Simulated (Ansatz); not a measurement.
## Several settings converged on a (001) slab of CsZn4P3 (cut from a parent of space group no. 123; 8 atoms in the cell)

```yaml
crystal:
  lattice:
    - [4.07464, 0.00000, 0.00000]
    - [0.00000, 4.07464, 0.00000]
    - [0.00000, 0.00000, 22.89551]
  atoms:
    - { symbol: Cs, position: [0.00000, 0.00000, 0.46530] }
    - { symbol: Zn, position: [0.50000, 0.00000, 0.62486] }
    - { symbol: Zn, position: [0.50000, 0.00000, 0.30574] }
    - { symbol: Zn, position: [0.00000, 0.50000, 0.62486] }
    - { symbol: Zn, position: [0.00000, 0.50000, 0.30574] }
    - { symbol: P, position: [0.50000, 0.50000, 0.56911] }
    - { symbol: P, position: [0.50000, 0.50000, 0.36149] }
    - { symbol: P, position: [0.00000, 0.00000, 0.69426] }
```

Base method: PBEsol, default PAW files made with PBE (plane waves; Ansatz, a quantum-chemistry and plane-wave program).

Base settings: basis.ecutwfc = 420 eV; kpoints.mp_grid.grid = 6 6 1; hamiltonian.xc = pbesol; hamiltonian.pseudopotentials = {kind: paw} (the program's default PAW files); scf.occupations.method = fermi_dirac; scf.occupations.width = 0.136 eV.

The count of work is k-points × plane waves × bands × iterations; it is no time. Core times come from one kind of shared machine, to one figure; runs under 30 s give none.

**The vacuum with a dipole correction**

In this ladder: efield.axis = 3; efield.dipole_correction = true.

The mesh stays at the base's, so the ladder's end is converged at best in this setting alone.

Only quantities that move along the ladder and can be compared are tabulated.

```tsv
vacuum between outermost atoms (Å)	free energy less the last step's (meV/atom)	largest difference of a force vector from the last step's (eV/Å)
6.0	1.73	0.016
8.0	0.25	0.001
10.0	0.03	0.000
14.0	0.00	0.000
20.0	0.00	0.000
```

Smallest vacuum between outermost atoms (Å) that holds the forces within 0.01 eV/Å of the last step, with all finer ones: 8.0; the step before is off by 0.016 eV/Å.

Smallest vacuum between outermost atoms (Å) that holds the free energy within 1 meV/atom of the last step, with all finer ones: 8.0; the step before is off by 1.7 meV/atom.

**The plane-wave cutoff**

The mesh stays at the base's, so the ladder's end is converged at best in this setting alone.

Only quantities that move along the ladder and can be compared are tabulated.

| basis.ecutwfc | free energy less the last step's (meV/atom) | largest difference of a force vector from the last step's (eV/Å) | count of work / last | core time / last (rough) |
|---|---|---|---|---|
| 210 eV | 2601.53 | 0.127 | 0.14 | – |
| 250 eV | 634.33 | 0.107 | 0.16 | – |
| 295 eV | 95.59 | 0.054 | 0.21 | – |
| 355 eV | 6.50 | 0.012 | 0.27 | – |
| 420 eV | 1.27 | 0.002 | 0.35 | – |
| 505 eV | 0.27 | 0.000 | 0.47 | 0.6 |
| 630 eV | 0.06 | 0.000 | 0.65 | 0.5 |
| 840 eV | 0.00 | 0.000 | 1.0 | 1 |

Coarsest basis.ecutwfc that holds the forces within 0.02 eV/Å of the last step, with all finer ones: 355 eV, at 0.27 of the last step's count of work; the step before is off by 0.054 eV/Å.

Coarsest basis.ecutwfc that holds the free energy within 0.5 meV/atom of the last step, with all finer ones: 505 eV; the step before is off by 1.3 meV/atom.

On the base run: the starting cell comes from a database of computed structures (which also holds hypothetical and non-ambient phases and stackings), without a prior relaxation at this level. The slab is cut from that crystal, and its faces are unrelaxed. Its lattice was rescaled by up to half a per cent. Spin polarisation is off, though cut faces can carry moments; the slab shows no gap. In the base run, forces exceed 1 eV/Å.

Keys are those of Ansatz 0.2.
